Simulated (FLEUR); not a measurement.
FLEUR run on LuP (P1, 2 atoms in the cell): self-consistent single point.

Method: LDA (Perdew-Zunger), all-electron FLAPW (FLEUR), scalar-relativistic valence run with FLEUR.

```
CELL_PARAMETERS angstrom
      0.00000     2.76186     2.76186
      2.76186     0.00000     2.76186
      2.76186     2.76186     0.00000
ATOMIC_POSITIONS crystal
  Lu 0.00402 0.99607 0.99382
  P  0.49598 0.50393 0.50618
```

Reference input (self-consistent single point, DFT, PBEsol, all-electron FLAPW (FLEUR), scalar-relativistic valence): Kmax = 4.4 1/bohr; GmaxXC = 13.2 1/bohr; xcFunctional = PBEs; jspins = 1; l_soc = F; mode = gauss; fermiSmearingEnergy = 0.00499791 Htr; mesh (inpgen div1-3) = 7 7 7; inpgen gamma flag = false; Gmax = 13.2 1/bohr; numbands = 0; maxIterBroyd = 15. This run's input differs from it in these lines:

```diff
@@ -14,3 +14,3 @@
 &comp jspins=1 /
-&exco xctyp='PBEs' /
+&exco xctyp='pz' /
 &kpt div1=7 div2=7 div3=7 /
@@ -27,3 +27,3 @@
       <coreElectrons ctail="T" frcor="F" kcrel="0" coretail_lmax="0"/>
-      <xcFunctional name="PBEs" relativisticCorrections="F"/>
+      <xcFunctional name="pz" relativisticCorrections="F"/>
       <magnetism jspins="1"/>
```

Log, with long lists cut:

```
 Iteration:     1   Distance:      10.48856076 me/bohr^3
 Iteration:     2   Distance:       8.95448884 me/bohr^3
 Iteration:     3   Distance:       4.78384722 me/bohr^3
 Iteration:     4   Distance:       2.97140523 me/bohr^3
 Iteration:     5   Distance:       2.65257517 me/bohr^3
   [... 9 lines left out ...]
 Iteration:    15   Distance:       0.00014623 me/bohr^3
 Iteration:    16   Distance:       0.00011783 me/bohr^3
 Iteration:    17   Distance:       0.00005055 me/bohr^3
 Iteration:    18   Distance:       0.00000854 me/bohr^3
 Reset of history
 Run finished successfully
 Stop message:
   Structural relaxation: new displacements generated

[file out, last iteration]
             iter=     19
[...]
          total density-effective poten   -2.5675304333E+04
          total charge density-energy d   -3.1552943962E+02
 Updated energy parameters for spin:           1
[...]
 fermi energy and band-weighting factors:

[...]
FERMIE:
          first approx. to ef    (T=0)  :   0.302972 htr   (energy of the highest occ. eigenvalue)
          number of occ. states  (T=0)  :       2579
          first approx. to seigv (T=0)  :  -4.216161 htr
          sum of weights of occ. states :  15.002915
          sum of semicore charge        :   0.000000 e
          fermi energy=   0.30490 har   work function=  -8.29668 ev
          number of valence electrons=  30.00000
   [... lines left out ...]
     k-point=  133
     k-point=  134
     k-point=  135
     k-point=  136
     k-point=  137
     k-point=  138
     k-point=  139
     k-point=  140
     k-point=  141
     k-point=  142
     k-point=  143
     k-point=  144
     k-point=  145
     k-point=  146
     k-point=  147
     k-point=  148
     k-point=  149
     k-point=  150
     k-point=  151
     k-point=  152
     k-point=  153
      0.000 0.000 0.000 0.000 0.000 0.000 0
```

The run converged in 18 iterations. FLEUR gives forces in its relaxation mode, with a further iteration, so its stop message speaks of a relaxation. 

The starting cell comes from a database of computed structures (which also holds hypothetical and non-ambient phases and stackings), without a prior relaxation at this level. Its atoms were displaced at random from the sites of space group no. 225. Values depend on the basis (sphere radii, cutoffs, local orbitals), which need not be converged. No gap is read from this output.

Cost on one core of a shared machine: roughly 7 min.
